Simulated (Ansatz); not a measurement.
Consider the following.

End structure of CO on the 1x1 (100) surface of fcc Cu, one in a 2x2 cell, started at the site 'bridge Cu-Cu (span 2.6 Å)':

```
CELL_PARAMETERS angstrom
      5.13360     0.00000     0.00000
      0.00000     5.13360     0.00000
      0.00000     0.00000    24.50000
ATOMIC_POSITIONS crystal
  Cu 0.25000 0.25000 0.39086
  Cu 0.25000 0.75000 0.39086
  Cu 0.75000 0.25000 0.39086
  Cu 0.75000 0.75000 0.39086
  Cu 0.00000 0.00000 0.46272
  Cu 0.00000 0.50000 0.46272
  Cu 0.50000 0.00000 0.46272
  Cu 0.50000 0.50000 0.46272
  Cu 0.25031 0.25000 0.53608
  Cu 0.24383 0.75000 0.53813
  Cu 0.74969 0.25000 0.53608
  Cu 0.75617 0.75000 0.53813
  Cu 0.00000 0.00130 0.61347
  Cu 0.00000 0.49870 0.61347
  Cu 0.50000 0.99748 0.60779
  Cu 0.50000 0.50252 0.60779
  C  0.00000 0.25000 0.67530
  O  0.00000 0.25000 0.72281
```

Slab: 18 atoms, 5.3 Å thick at the start under the adsorbate (thin: gaps and levels are the slab's own); k 6x6x1, smearing 0.1 eV, dipole-corrected; single point; on the structure that PBE left under its start's symmetry; no spin, no spin-orbit, no U, no dispersion correction. At the end it is bonded to 2 Cu. In PBE it is, or lies within 0.03 eV of, the lowest of the starts that converged; the order may differ at this level.

A negative adsorption energy means that the adsorbate is more stable on the surface than in its reference.

**Question.** Give the work function of the top face at the level r2SCAN, at the PBE geometry (Ansatz, an electronic-structure program).

**Answer.** 5.19 eV

**Question.** What change of the work function does r2SCAN, at the PBE geometry give?

**Answer.** 0.65 eV

**Question.** Give the change of the step from the bottom to the top vacuum level, against the clean slab at the level r2SCAN, at the PBE geometry.

**Answer.** 0.66 eV

**Question.** What is the computed adsorption energy against CO(g) at the same level (r2SCAN, at the PBE geometry)?

**Answer.** -0.97 eV
